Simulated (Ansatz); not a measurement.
For BP (model structure, started from the CdTe type, P6₄22, No. 181, 6 atoms in the cell), PBEsol (Ansatz, an electronic-structure program, PAW) gives:

- lattice constant a = 3.260 Å
- lattice parameter c = 6.940 Å
- cohesive energy = 5.28 eV/atom

Task: What does r²SCAN+rVV10 (Ansatz, PAW) give for the same quantities?

Result: 
- lattice constant a: 3.273 Å (grows by 0.4 %)
- lattice parameter c: 6.996 Å (goes up by 0.8 %)
- cohesive energy: 4.88 eV/atom (shrinks by 0.40 eV/atom)

Changes are worked out from the printed values.

Unless a cell is named, each level is at its own relaxed cell (PBEsol 10.64, r²SCAN+rVV10 10.82 Å³/atom).

Ansatz's density-functional and Hartree–Fock values are scalar-relativistic unless marked +SOC, with PAW data made under PBE.

A model structure was made by putting elements into a prototype or built by hand; it is no filed structure, need not be a known phase, and can be a saddle point held by its symmetry.
